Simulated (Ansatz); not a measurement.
# Effective masses and thermopower of BAs under load (space group F-43m)

Input:

```
AsB
1.0
    0.00000     2.40303     2.40303
    2.40303     0.00000     2.40303
    2.40303     2.40303     0.00000
B As
1 1
Cartesian
  0.00000   0.00000   0.00000
  1.20151   1.20151   1.20151
```

Level of theory: r2SCAN with spin-orbit coupling, rigid bands (plane waves, PAW; Ansatz, a first-principles code). Condition of this run: hydrostatic pressure of -3.2 GPa (compression positive) (the target of the relaxation). Cell: cell and atoms relaxed with PBEsol, then loaded as said.

The band gap is 1.32 eV. The electron conductivity mass (300 K, dilute) is 0.30 mₑ and the hole conductivity mass (300 K, dilute) comes out as 0.32 mₑ. The effective density of states N_c (300 K) is 3.5e19 cm⁻³ and the effective density of states N_v (300 K) is 1.0e19 cm⁻³. The density-of-states mass, electrons is 1.25 mₑ and the density-of-states mass, holes is 0.55 mₑ. The Seebeck coefficient, n-type 1e19 cm⁻³, 300 K is -320 μV/K. The best n-type power factor at 300 K for τ = 10 fs (best axis; densities from 1e16 to 1e21 cm⁻³ tried, whether or not they can be reached) is 18.3 μW/(cm·K²) at 1e20 cm⁻³ and the Seebeck coefficient, p-type 1e19 cm⁻³, 300 K comes out as 238 μV/K. The best p-type power factor at 300 K for τ = 10 fs (best axis; densities from 1e16 to 1e21 cm⁻³ tried, whether or not they can be reached) is 8.4 μW/(cm·K²) at 3e20 cm⁻³.

Rigid bands; masses and Seebeck coefficients take one relaxation time τ for all states and one kind of carrier; polarons and phonon drag are left out. Geometry: cell and atoms relaxed with PBEsol.
